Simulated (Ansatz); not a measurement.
A self-consistent single point of ScGe (P1, 4 atoms in the cell) with Ansatz (an electronic-structure program).

Method: PBEsol, PAW files made with PBE (plane waves; Ansatz).

The change in words: atoms moved at random. Reference geometry:
```xyz
4
Lattice="1.9555 -4.9266 0.0000 1.9555 4.9266 0.0000 0.0000 0.0000 3.6821" Properties=species:S:1:pos:R:3 pbc="T T T"
Sc     1.9555    -3.5768     2.7616
Sc     1.9555     3.5768     0.9205
Ge     1.9555    -0.8820     2.7616
Ge     1.9555     0.8820     0.9205
```

Reference input (self-consistent single point, DFT, PBEsol, plane waves, PAW files made with PBE): kpoints.mp_grid.grid = 7 7 7; hamiltonian.xc = pbesol; hamiltonian.pseudopotentials = {kind: paw} (the program's default PAW files); scf.occupations.method = fermi_dirac; scf.occupations.width = 0.1 eV. This run's input differs from it in these lines:

Ansatz 0.2 input:
```diff
@@ -6,6 +6,6 @@
   atoms:
-    - { symbol: Sc, position: [0.863010, 0.136990, 0.750000] }
-    - { symbol: Sc, position: [0.136990, 0.863010, 0.250000] }
-    - { symbol: Ge, position: [0.589510, 0.410490, 0.750000] }
-    - { symbol: Ge, position: [0.410490, 0.589510, 0.250000] }
+    - { symbol: Sc, position: [0.867824, 0.146194, 0.729726] }
+    - { symbol: Sc, position: [0.133373, 0.852204, 0.249459] }
+    - { symbol: Ge, position: [0.589301, 0.412531, 0.750178] }
+    - { symbol: Ge, position: [0.409502, 0.589071, 0.270636] }
 kpoints:
```

Output (repeated stretches shortened):

```
SCF iter   1: F=—  HF=-12733.823210 eV  |F-HF|=—  |Δ(HF+E_count)|=         —  Δρ=4.10e-2  dr2=1.88e0  ethr=3.10e-3  ⟨swp⟩=5.6  Hψ=19118  notcnv=0
all-band conjugate gradients solve this SCF's bands
preconditioner: auto → Kerker (q_TF=auto, 2.574 Å⁻¹)
SCF iter   2: F=—  HF=-12733.400341 eV  |F-HF|=—  |Δ(HF+E_count)|=   4.23e-1  Δρ=2.13e-2  dr2=4.69e-1  ethr=3.10e-3  ⟨swp⟩=2.0  Hψ=10311  notcnv=0
   [... lines left out ...]
SCF iter   5: F=—  HF=-12733.269790 eV  |F-HF|=—  |Δ(HF+E_count)|=   1.61e-4  Δρ=6.79e-4  dr2=2.94e-4  ethr=6.19e-6  ⟨swp⟩=2.0  Hψ=8534  notcnv=0
SCF iter   6: F=—  HF=-12733.269704 eV  |F-HF|=—  |Δ(HF+E_count)|=   8.55e-5  Δρ=1.18e-4  dr2=1.55e-5  ethr=5.87e-7  ⟨swp⟩=2.9  Hψ=8559  notcnv=0
SCF iter   7: F=—  HF=-12733.269714 eV  |F-HF|=—  |Δ(HF+E_count)|=   9.39e-6  Δρ=3.10e-5  dr2=1.19e-6  ethr=3.11e-8  ⟨swp⟩=2.0  Hψ=8097  notcnv=0
SCF iter   8: F=-12733.269713 eV  HF=-12733.269713 eV  |F-HF|=3.30e-8  |Δ(HF+E_count)|=   2.95e-7  Δρ=8.78e-6  dr2=3.89e-8  ethr=2.00e-10  ⟨swp⟩=3.9  Hψ=23581  notcnv=0
SCF 1 converged in 8 iterations: F = -12733.269713 eV  dr2 = 3.89e-8
Free energy (F): -12733.269713 eV
Internal energy: -12733.199799 eV  (E = F + TS)
E sigma→0 (E₀):  -12733.234756 eV
Entropy (-TS):   -0.069914 eV (-17.478 meV/atom)
Fermi energy:    12.436212 eV
--- Forces (eV/Å), atoms counted from 1 ---
  atom   1  Sc    -0.33597397    -0.13177520     1.03002522
  atom   2  Sc     0.32353860     0.36377198    -0.02885323
  atom   3  Ge    -0.18180061    -0.04834799     0.17610552
  atom   4  Ge     0.19423834    -0.18366075    -1.17726671
--- Stress (GPa, compression-positive) ---
        5.349375      -0.624938      -0.335975
       -0.624939       5.644968       0.120429
       -0.335974       0.120424       5.600632
  P = ⅓ Tr σ = 5.5317 GPa (55.317 kbar)
  The stress holds the Pulay correction. Without it, at fixed plane waves, as pw.x and ABINIT print it: P = 5.5099 GPa
```

The run converged in 8 iterations. Against the reference run the free energy rises by 25.4 meV/atom, the pressure goes from 5.05 to 5.53 GPa and the largest force goes from 0.005 to 1.207 eV/Å.

The starting cell comes from a database of computed structures (which also holds hypothetical and non-ambient phases and stackings), without a prior relaxation at this level. Its lattice was rescaled by a random factor within 2.5 % of one. For this run, on top of that: atoms moved at random. With a pressure of about 6 GPa the cell is away from its equilibrium volume at this level. Forces in this geometry exceed 1 eV/Å. Ansatz's pressure includes its estimate of the finite-basis (Pulay) stress.

Cost on one core of a shared machine: roughly 40 s.
